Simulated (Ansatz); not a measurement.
Ansatz (a program for electronic structure) run on Ag2ZnS4N4C4 (P1, 30 atoms in the cell): self-consistent single point.

Computed with LDA (PW92), default PAW files made with PBE (plane waves; Ansatz).

```
CELL_PARAMETERS angstrom
      9.86000    -3.85150     0.00000
      9.86000     3.85150     0.00000
     -0.88707     0.00000     7.70209
ATOMIC_POSITIONS crystal
  Ag 0.11099 0.29292 0.27760
  Ag 0.69456 0.89217 0.22819
  Ag 0.89245 0.69689 0.73161
  Ag 0.30604 0.10570 0.77042
  Zn 0.32583 0.66242 0.24338
  Zn 0.67295 0.32525 0.75209
  S  0.41056 0.19615 0.39477
  S  0.80032 0.59993 0.09929
  S  0.58101 0.82689 0.61795
  S  0.17145 0.42110 0.89234
  S  0.03714 0.24093 0.53633
  S  0.76748 0.97391 0.96927
  S  0.96586 0.76825 0.48334
  S  0.24435 0.01483 0.03874
  N  0.41236 0.44169 0.31883
  N  0.55994 0.58850 0.18966
  N  0.58484 0.55872 0.67823
  N  0.43747 0.41888 0.80849
  N  0.21812 0.85876 0.42661
  N  0.13392 0.78763 0.08518
  N  0.78024 0.13774 0.56205
  N  0.86473 0.22384 0.90758
  C  0.40312 0.34758 0.33411
  C  0.67543 0.57802 0.14688
  C  0.59071 0.65758 0.65481
  C  0.34562 0.40105 0.83398
  C  0.16070 0.00901 0.47160
  C  0.98526 0.86694 0.04235
  C  0.85840 0.96802 0.53636
  C  0.00816 0.13871 0.96794
```

Reference input (self-consistent single point, DFT, LDA (PW92), plane waves, default PAW files made with PBE): basis.ecutwfc = 420 eV; kpoints.mp_grid.grid = 2 2 2; hamiltonian.xc = lda; hamiltonian.pseudopotentials = {kind: paw} (the program's default PAW files); scf.occupations.method = cold; scf.occupations.width = 0.1 eV. This run's input differs from it in these lines:

Ansatz 0.2 input:
```diff
@@ -38,3 +38,3 @@
 basis:
-  ecutwfc: 420.0 eV
+  ecutwfc: 630.0 eV
 kpoints:
```

Log, with long lists cut:

```
SCF iter   1: F=—  HF=-48205.423284 eV  |F-HF|=—  |Δ(HF+E_count)|=         —  Δρ=8.45e-3  dr2=3.93e-1  ethr=1.77e-3  ⟨swp⟩=7.5  Hψ=5568  notcnv=0  defer=1
all-band conjugate gradients solve this SCF's bands
preconditioner: auto → Resta (q_TF=auto, 2.318 Å⁻¹)
SCF iter   2: F=—  HF=-48205.321659 eV  |F-HF|=—  |Δ(HF+E_count)|=   1.02e-1  S|Δr|=    0.00e0  Δρ=3.63e-3  dr2=8.61e-2  ethr=1.78e-4  ⟨swp⟩=2.0  Hψ=1881  notcnv=0  defer=76
   [... lines left out ...]
SCF iter  10: F=—  HF=-48205.296322 eV  |F-HF|=—  |Δ(HF+E_count)|=   5.52e-7  S|Δr|=    0.00e0  Δρ=7.13e-6  dr2=4.22e-7  ethr=7.92e-10  ⟨swp⟩=2.0  Hψ=1675  notcnv=0  defer=77
SCF iter  11: F=—  HF=-48205.296323 eV  |F-HF|=—  |Δ(HF+E_count)|=   1.93e-7  S|Δr|=    0.00e0  Δρ=3.61e-6  dr2=1.15e-7  ethr=1.92e-10  ⟨swp⟩=2.0  Hψ=1744  notcnv=0  defer=77
SCF iter  12: F=-48205.296323 eV  HF=-48205.296323 eV  |F-HF|=2.02e-8  |Δ(HF+E_count)|=   6.06e-8  S|Δr|=    0.00e0  Δρ=2.42e-6  dr2=4.36e-8  ethr=4.55e-11  ⟨swp⟩=12.0  Hψ=5702  notcnv=0
SCF 1 converged in 12 iterations: F = -48205.296323 eV  dr2 = 4.36e-8
Stability not checked (fill_not_monotonic)
Free energy (F): -48205.296323 eV
Internal energy: -48205.296323 eV  (E = F + TS)
E sigma→0 (E₀):  -48205.296323 eV
Fermi energy:    4.326967 eV
--- Forces (eV/Å), atoms counted from 1 ---
  atom   1  Ag     0.00915628    -0.15151279    -0.36629484
  atom   2  Ag     0.14032020     0.15443900     0.03151888
  atom   3  Ag    -0.15133748     0.18994499     0.18378547
  atom   4  Ag    -0.15661954     0.34995467     0.29120791
  atom   5  Zn     1.53486324    -1.51352664     1.11405752
   [... 21 lines left out ...]
   [... lines left out ...]
  atom  30  C      4.82648478    -6.45356756     2.75207112
--- Stress (GPa, compression-positive) ---
       -3.575625      -0.827525      -0.303589
       -0.827525      -5.018494      -1.957887
       -0.303589      -1.957887      -1.809058
  P = ⅓ Tr σ = -3.4677 GPa (-34.677 kbar)
  The stress holds the Pulay correction. Without it, at fixed plane waves, as pw.x and ABINIT print it: P = -3.4779 GPa
```

The run converged in 12 iterations. Against the reference run the free energy falls by 3.8 meV/atom, the pressure hardly changes (-3.46 to -3.47 GPa), the largest force stays at 12.667 eV/Å and the gap on the mesh hardly changes (2.516 to 2.517 eV).

The starting cell comes from a database of published, mostly measured structures (it also holds non-ambient and calculated ones), without a prior relaxation at this level. Its atoms were displaced at random from the sites of space group no. 15. Forces in this geometry exceed 1 eV/Å. Ansatz's pressure includes its estimate of the finite-basis (Pulay) stress.

Cost on one core of a shared machine: roughly 60 s.
